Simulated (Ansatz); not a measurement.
**Ge3N4, pressure series**

Consider Ge3N4 (space group P6_3/m, No. 176; a = 8.057 Å, c = 3.085 Å).

Cell and atoms are relaxed at each pressure.

All numbers come from PBEsol (Ansatz, a program for electronic structure, PAW, no SOC).

```json
[
 {"pressure (GPa)": "-2", "band gap (eV)": "1.97"},
 {"pressure (GPa)": "-1", "band gap (eV)": "2.03"},
 {"pressure (GPa)": "0", "band gap (eV)": "2.09"},
 {"pressure (GPa)": "0.3", "band gap (eV)": "?"},
 {"pressure (GPa)": "0.7", "band gap (eV)": "2.13"},
 {"pressure (GPa)": "1.5", "band gap (eV)": "2.17"},
 {"pressure (GPa)": "3", "band gap (eV)": "2.25"},
 {"pressure (GPa)": "5", "band gap (eV)": "2.36"},
 {"pressure (GPa)": "10", "band gap (eV)": "2.60"}
]
```

Q: Fit E_g = E₀ + αP + βP² to the rows shown and predict the withheld row.

A: Least squares on the printed values gives E₀ = 2.09 eV, α = 57.0 meV/GPa, β = -0.58 meV/GPa² (largest residual 0.00 eV); this predicts 2.10 eV, and the run gives 2.10 eV, in agreement.

Load acts through the strain it causes; cell and atoms are relaxed under it. Stability against distortions was not tested. No other phases were tried under pressure.
